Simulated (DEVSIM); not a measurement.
System: illuminated GaAs p-on-n cell, one wavelength, at 300 K.

| layer (left to right) | material | thickness (μm) | Nd (cm⁻³) | Na (cm⁻³) | τn (s) | τp (s) | absorption coefficient (cm⁻¹) |
|---|---|---|---|---|---|---|---|
| 1 | GaAs | 0.810 | - | 8.8e17 | 5.9e-11 | 4.6e-10 | 5700 |
| 2 | GaAs | 0.800 | 1.1e17 | - | 3.1e-9 | 9.3e-10 | 5700 |

Left contact: ohmic, minority electron recombination velocity 300 cm/s. Right contact: ohmic, minority hole recombination velocity 1e6 cm/s. Voltage is applied to the left contact. Recombination: SRH at mid-gap, radiative, Auger. Light enters at the left, 3.9e17 photons cm⁻² s⁻¹, one pass, no reflection. Mobility is constant in doping.

The device is made up for the run: typed textbook-type constants, with dimensions and the other settings drawn at random. Values at 300 K.

| parameter | GaAs |
|---|---|
| gap (eV) | 1.424 |
| affinity (eV) | 4.07 |
| permittivity | 12.9 |
| Nc (cm⁻³) | 4.7e17 |
| Nv (cm⁻³) | 9e18 |
| μn (cm²/Vs) | 8500 |
| μp (cm²/Vs) | 400 |
| B (cm³/s) | 2e-10 |
| Cn (cm⁶/s) | 1e-30 |
| Cp (cm⁶/s) | 1e-30 |

DEVSIM, 1D drift-diffusion, Boltzmann statistics, complete ionisation; no tunnelling, impact ionisation, image-force lowering or self-heating.

### Question
Tabulate band edges, carrier densities and field at 1.05 V on the left contact, in the dark.

### Answer
Energies count from the Fermi level of the right contact; mesh points crowd at the junctions.

```
x (μm)   Ec (eV)  Ev (eV)  n (cm⁻³)  p (cm⁻³)  field (V/cm)
-------  -------  -------  --------  --------  ------------
0.000      0.314   -1.110    2.0e12    8.8e17           ≈ 0
0.01653    0.314   -1.110    2.0e12    8.8e17           ≈ 0
0.04375    0.314   -1.110    2.0e12    8.8e17           ≈ 0
0.08856    0.314   -1.110    2.0e12    8.8e17           ≈ 0
0.1935     0.314   -1.110    2.0e12    8.8e17           ≈ 0
0.3351     0.314   -1.110    2.1e12    8.8e17           ≈ 0
0.5188     0.314   -1.110    2.2e12    8.8e17           ≈ 0
0.6705     0.314   -1.110    2.3e12    8.8e17           ≈ 0
0.7353     0.314   -1.110    2.4e12    8.8e17           ≈ 0
0.7723     0.314   -1.110    2.5e12    8.8e17           -46
0.7971     0.309   -1.115    3.0e12    7.4e17         -9500
0.8166     0.211   -1.213    1.3e14    1.6e16        -68000
0.8374     0.103   -1.321    8.6e15    2.5e14        -36000
0.8717     0.044   -1.380    8.5e16    2.5e13         -5100
0.9518     0.038   -1.386    1.1e17    1.7e13           -12
1.060      0.038   -1.387    1.1e17    1.5e13           ≈ 0
1.226      0.038   -1.387    1.1e17    1.1e13           ≈ 0
1.387      0.038   -1.387    1.1e17    6.9e12           ≈ 0
1.506      0.038   -1.387    1.1e17    4.3e12           ≈ 0
1.557      0.038   -1.387    1.1e17    3.3e12           ≈ 0
1.588      0.038   -1.387    1.1e17    2.6e12           ≈ 0
1.610      0.038   -1.387    1.1e17    2.2e12           ≈ 0
```
